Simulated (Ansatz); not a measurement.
Input:

```xyz
2
Lattice="0.0000 3.0889 2.9366 3.0889 0.0000 2.9366 3.0889 3.0889 0.0000" Properties=species:S:1:pos:R:3 pbc="T T T"
Se     0.0000     0.0000     0.0000
Pb     3.0889     3.0889     2.9366
```

No spin polarisation.

Computed with DFT with r2SCAN, PAW potentials and a 500 eV plane-wave cutoff in Ansatz (a first-principles code), no spin-orbit coupling, earlier PAW set. k-mesh 9×9×9 (Γ-centred); smearing 0.05 eV (Fermi–Dirac).

### Question
Predict the space group, band gap, gap character and pressure.

### Answer
The space group is I4/mmm (No. 139), the band gap is 0.41 eV and the gap character comes out as direct at N. The pressure (mean of the normal stresses, compression positive) comes out as 3.34 GPa.

Spin-orbit coupling, missing from the scalar runs, can matter with Pb. The cells carry an imposed strain or load. Stability against distortions was not tested. The cell was made from PbSe in the rock salt structure (space group Fm-3m, No. 225) by this change: uniaxial strain ε_zz = −4.93 %.
